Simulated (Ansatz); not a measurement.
## What pressure −1 GPa does to Tl2GeF6

The reference is Tl2GeF6 (space group P-3m1, No. 164; a = 5.821 Å, c = 4.883 Å; a cell from a computed database, its experimental status unchecked).

Now apply this change: hydrostatic tension (pressure −1 GPa).

Level of theory: PBEsol (Ansatz, a first-principles code, PAW, spin-orbit coupling left out). k-mesh 7×7×7 (Γ-centred); smearing 0.05 eV (Fermi–Dirac).

The density decreases by 0.40 g/cm³, from 6.90 g/cm³ to 6.50 g/cm³ and the lattice parameter a increases by 0.058 Å to 5.879 Å. The c/a ratio rises by 0.026 (0.839 → 0.865) and the shortest interatomic distance stays essentially unchanged (1.820 Å against 1.822 Å). The band gap increases by 0.17 eV (4.69 eV → 4.86 eV) (an upper bound: an edge found on the path is not a true extremum; the base alone).

Final structure:

```yaml
crystal:
  lattice:
    - [5.87883, 0.00000, 0.00000]
    - [-2.93942, 5.09122, 0.00000]
    - [0.00000, 0.00000, 5.08444]
  atoms:
    - { symbol: Tl, position: [0.33333, 0.66667, 0.27283] }
    - { symbol: Tl, position: [0.66667, 0.33333, 0.72717] }
    - { symbol: Ge, position: [0.00000, 0.00000, 0.00000] }
    - { symbol: F, position: [0.85210, 0.14790, 0.20181] }
    - { symbol: F, position: [0.14790, 0.85210, 0.79819] }
    - { symbol: F, position: [0.85210, 0.70419, 0.20181] }
    - { symbol: F, position: [0.14790, 0.29581, 0.79819] }
    - { symbol: F, position: [0.29581, 0.14790, 0.20181] }
    - { symbol: F, position: [0.70419, 0.85210, 0.79819] }
```

Spin-orbit coupling, missing from the scalar runs, can matter with Tl. Load acts through the strain it causes; cell and atoms are relaxed under it. Stability against distortions was not tested.
